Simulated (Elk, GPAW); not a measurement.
An Elk input for a self-consistent single point of NaHg3 (Pm-3m, 4 atoms in the cell) (DFT, LDA (PW92), all-electron FP-LAPW, Elk's shipped species files, default APW+lo basis):

```
tasks
  0

xctype
  3

rgkmax
  7.0

stype
  0

swidth
  0.00734986

avec
    8.7695197457    0.0000000000    0.0000000000
    0.0000000000    8.7695197457    0.0000000000
    0.0000000000    0.0000000000    8.7695197457

atoms
  2   : nspecies
  'Na.in'   : spfname
  1   : natoms; atposl, bfcmt below
  0.0000000000  0.0000000000  0.0000000000    0.0 0.0 0.0
  'Hg.in'   : spfname
  3   : natoms; atposl, bfcmt below
  0.0000000000  0.5000000000  0.5000000000    0.0 0.0 0.0
  0.5000000000  0.0000000000  0.5000000000    0.0 0.0 0.0
  0.5000000000  0.5000000000  0.0000000000    0.0 0.0 0.0

ngridk
  10 10 10
```

Task: Give the GPAW input for the same structure, mesh, smearing and functional.

Result: One input that does it (others would too):

```python
from ase import Atoms
from ase.units import GPa
from gpaw import GPAW, PW

atoms = Atoms(['Na', 'Hg', 'Hg', 'Hg'],
              cell=[[4.640630, 0.000000, 0.000000],
                    [0.000000, 4.640630, 0.000000],
                    [0.000000, 0.000000, 4.640630]],
              scaled_positions=[[0.000000, 0.000000, 0.000000],
                                [0.000000, 0.500000, 0.500000],
                                [0.500000, 0.000000, 0.500000],
                                [0.500000, 0.500000, 0.000000]],
              pbc=True)

calc = GPAW(mode=PW(850),
            xc='LDA',
            kpts={'size': (10, 10, 10), 'gamma': True},
            occupations={'name': 'methfessel-paxton', 'width': 0.2, 'order': 0},
            nbands=-12,
            convergence={'forces': 0.001},
            symmetry={'symmorphic': False, 'tolerance': 0.0005},
            maxiter=100)

atoms.calc = calc

energy = atoms.get_potential_energy()
print('Energy (eV):', round(energy, 6))
forces = atoms.get_forces()
print('Forces (eV/Ang):')
print(forces.round(5))
stress = atoms.get_stress()
print('Stress (GPa, Voigt):', (stress / GPa).round(4))
```

Basis settings and potentials, where a program has them, do not carry over. This input uses DFT LDA (Perdew-Wang 92), plane waves, GPAW PAW datasets LDA (gpaw-data 1.0.1). LDA parametrisations can differ slightly between programs.

The starting cell comes from a database of computed structures (which also holds hypothetical and non-ambient phases and stackings), without a prior relaxation at this level.
